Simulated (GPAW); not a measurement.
Several settings converged on W (Im-3m, 1 atom in the cell)

```xyz
1
Lattice="-1.5721 1.5721 1.5721 1.5721 -1.5721 1.5721 1.5721 1.5721 -1.5721" Properties=species:S:1:pos:R:3 pbc="T T T"
W      0.0000     0.0000     0.0000
```

Base method: PBE, GPAW PAW datasets PBE (gpaw-data 1.0.1) (plane waves; GPAW).

Base settings: mode = pw; ecut = 550 eV; xc = PBE; kpts = 6 6 6; mesh shift (steps) = 0 0 0; occupations.name = fermi-dirac; occupations.width = 0.1 eV; nbands = -5; symmetry.symmorphic = false; symmetry.tolerance = 0.0005.

The count of work is k-points × plane waves × bands × iterations; it is no time. 

**The cutoff for other potential files**

In this ladder: setups = {W: 6}.

The second cell is the first with its lattice scaled by 0.98.

The mesh stays at the base's, so the ladder's end is converged at best in this setting alone.

Only quantities that move along the ladder and can be compared are tabulated.

| ecut | free energy less the last step's (meV/atom) | energy of the compressed cell less the first (meV/atom) | pressure (GPa) | count of work / last |
|---|---|---|---|---|
| 250 eV | 13.70 | 171.77 | 17.13 | 0.11 |
| 300 eV | 7.98 | 171.60 | 17.56 | 0.15 |
| 385 eV | 3.94 | 171.57 | 17.48 | 0.22 |
| 470 eV | 2.20 | 171.51 | 17.58 | 0.30 |
| 550 eV | 1.65 | 171.52 | 17.55 | 0.38 |
| 660 eV | 0.55 | 171.46 | 17.57 | 0.49 |
| 825 eV | 0.08 | 171.42 | 17.58 | 0.68 |
| 1100 eV | 0.00 | 171.42 | 17.59 | 1.0 |

Coarsest ecut that holds the free energy within 1 meV/atom of the last step, with all finer ones: 660 eV; the step before is off by 1.6 meV/atom.

Coarsest ecut that holds the pressure within 0.2 GPa of the last step, with all finer ones: 300 eV, at 0.15 of the last step's count of work; the step before is off by 0.46 GPa.

Coarsest ecut that holds the energy of the compressed cell less the first within 0.2 meV/atom of the last step, with all finer ones: 300 eV, at 0.15 of the last step's count of work; the step before is off by 0.35 meV/atom.

The energy difference between the two cells stays within 1 meV/atom of the last step's from 250 eV on, the total only from 660 eV on: much of the error is common to both cells and cancels.

**The relaxed cell against the cutoff**

In this ladder: convergence.density = 1e-05 e/electron; optimizer = BFGS; fmax = 0.05 eV/Å.

The mesh stays at the base's, so the ladder's end is converged at best in this setting alone.

Only quantities that move along the ladder and can be compared are tabulated.

```csv
ecut,relaxed volume (Å³/atom),relaxation steps
275 eV,15.849,2
330 eV,15.928,2
385 eV,15.990,2
470 eV,16.025,2
550 eV,16.032,2
660 eV,16.034,2
825 eV,16.035,2
1100 eV,16.035,2
```

Coarsest ecut that holds the relaxed volume within 0.032 Å³/atom of the last step, with all finer ones: 470 eV; the step before is off by 0.044 Å³/atom.

At the lowest cutoff the cell relaxes to a volume 1.2 % smaller than at the highest.

On the base run: the starting cell has typed, rounded lattice constants, without a prior relaxation at this level. Its lattice was rescaled by up to half a per cent. Spin polarisation is off. Without a gap this mesh is coarse (it stands for a supercell whose shortest vector is 16 Å).
